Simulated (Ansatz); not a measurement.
Data:

End structure of the (100) surface of fcc Al, clean 1x1 (bottom of the slab: a bare face, its two planes held):

```
CELL_PARAMETERS angstrom
      2.85810     0.00000     0.00000
      0.00000     2.85810     0.00000
      0.00000     0.00000    26.50000
ATOMIC_POSITIONS crystal
  Al 0.50000 0.50000 0.30934
  Al 0.00000 0.00000 0.38560
  Al 0.50000 0.50000 0.46181
  Al 0.00000 0.00000 0.53690
  Al 0.50000 0.50000 0.61319
  Al 0.00000 0.00000 0.69062
```

Slab: 6 atoms, 10.1 Å thick at the start (thin: gaps and levels are the slab's own); k 13x13x1, smearing 0.1 eV, dipole-corrected; 2 atoms held, the rest relaxed; symmetry of the start imposed; no spin, no spin-orbit, no U.

Q: What work function of the top face does PBE in Ansatz (a quantum-chemistry and plane-wave program) give?

A: 4.24 eV
